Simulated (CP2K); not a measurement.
Input and output of a self-consistent single point for SrPd2 (Fd-3m, 6 atoms in the cell) (CP2K).

Method of the run: LDA (Pade form), GPW, DZVP-MOLOPT-SR-GTH basis, GTH-PADE potentials (GTH_POTENTIALS) in CP2K 2026.2.

```
SrPd2
1.0
    5.56581     0.00000     0.00000
    2.78291     4.82014     0.00000
    2.78291     1.60671     4.54447
Sr Pd
2 4
Direct
  0.75000   0.75000   0.75000
  0.50000   0.50000   0.50000
  0.12500   0.62500   0.12500
  0.12500   0.12500   0.12500
  0.62500   0.12500   0.12500
  0.12500   0.12500   0.62500
```

Reference input (self-consistent single point, DFT PBEsol, GPW, DZVP-MOLOPT-SR-GTH basis, GTH-PBE potentials (GTH_POTENTIALS)): CUTOFF = 500 Ry; REL_CUTOFF = 60 Ry; SMEAR/METHOD = GAUSSIAN; SIGMA = 0.136 eV; KPOINTS/SCHEME = MONKHORST-PACK 7 7 7; XC_FUNCTIONAL = PBE:PBESOL; Sr/BASIS_SET = DZVP-MOLOPT-SR-GTH; Sr/POTENTIAL = GTH-PBE-q10; Pd/BASIS_SET = DZVP-MOLOPT-SR-GTH; Pd/POTENTIAL = GTH-PBE-q18; METHOD = GPW; EPS_DEFAULT = 1e-11. This run's input differs from it in these lines:

```diff
@@ -42,6 +42,3 @@
     &XC
-      &XC_FUNCTIONAL
-        &PBE
-          PARAMETRIZATION PBESOL
-        &END PBE
+      &XC_FUNCTIONAL PADE
       &END XC_FUNCTIONAL
@@ -79,3 +76,3 @@
       BASIS_SET DZVP-MOLOPT-SR-GTH
-      POTENTIAL GTH-PBE-q10
+      POTENTIAL GTH-PADE-q10
     &END KIND
@@ -83,3 +80,3 @@
       BASIS_SET DZVP-MOLOPT-SR-GTH
-      POTENTIAL GTH-PBE-q18
+      POTENTIAL GTH-PADE-q18
     &END KIND
```

Output, abridged:

```
 SCF WAVEFUNCTION OPTIMIZATION

  Step     Update method      Time    Convergence         Total energy    Change
     1 NoMix/Diag. 0.30E+00      -     1.53877596      -570.4678437618 -5.70E+02
     2 Broy./Diag. 0.30E+00      -     0.50534210      -585.9211150183 -1.55E+01
     3 Broy./Diag. 0.30E+00      -     0.08229451      -562.8614886482  2.31E+01
     4 Broy./Diag. 0.30E+00      -     0.07194583      -568.2864568340 -5.42E+00
     5 Broy./Diag. 0.30E+00      -     0.03291637      -570.8155934352 -2.53E+00
     6 Broy./Diag. 0.30E+00      -     0.00605254      -569.2175388799  1.60E+00
   [... 4 lines left out ...]
    11 Broy./Diag. 0.30E+00      -     0.00001927      -569.2188341679  2.52E-04
    12 Broy./Diag. 0.30E+00      -     0.00000130      -569.2181194004  7.15E-04
    13 Broy./Diag. 0.30E+00      -     0.00000148      -569.2180788687  4.05E-05
    14 Broy./Diag. 0.30E+00      -     0.00000034      -569.2180390336  3.98E-05
  *** SCF run converged in    14 steps ***

  Overlap energy of the core charge distribution:               0.00000000000000
  Self energy of the core charge distribution:              -1009.23425300890324
  Core Hamiltonian energy:                                    237.73590052194191
  Hartree energy:                                             260.65421952802586
  Exchange-correlation energy:                                -58.37289379810909
  Smearing free energy correction:                             -0.00101227503559
  Fermi energy:                                                 0.40251036060423

  Total energy:                                              -569.21803903358489
  Total energy (extrapolated to sigma->0):                   -569.21753289606704

                     Mulliken Population Analysis

   [... lines left out ...]

 STRESS| Analytical stress tensor [bar]
 STRESS|                        x                   y                   z
 STRESS|      x       -9.46244560413E+04  -1.03987194482E-03  -8.31798155510E-04
 STRESS|      y       -1.03987194482E-03  -9.46245450642E+04   2.74732243944E-02
 STRESS|      z       -8.31798155510E-04   2.74732243944E-02  -9.46244409128E+04
 STRESS| 1/3 Trace                                            -9.46244806727E+04
```

The run converged in 14 iterations. Against the reference run the pressure goes from -2.21 to -9.46 GPa.

The starting cell comes from a database of computed structures (which also holds hypothetical and non-ambient phases and stackings), without a prior relaxation at this level. Spin polarisation is off. Values carry the incompleteness of an atom-centred basis. With a pressure of about -9 GPa the cell is away from its equilibrium volume at this level.

Cost on one core of a shared machine: roughly 60 s.
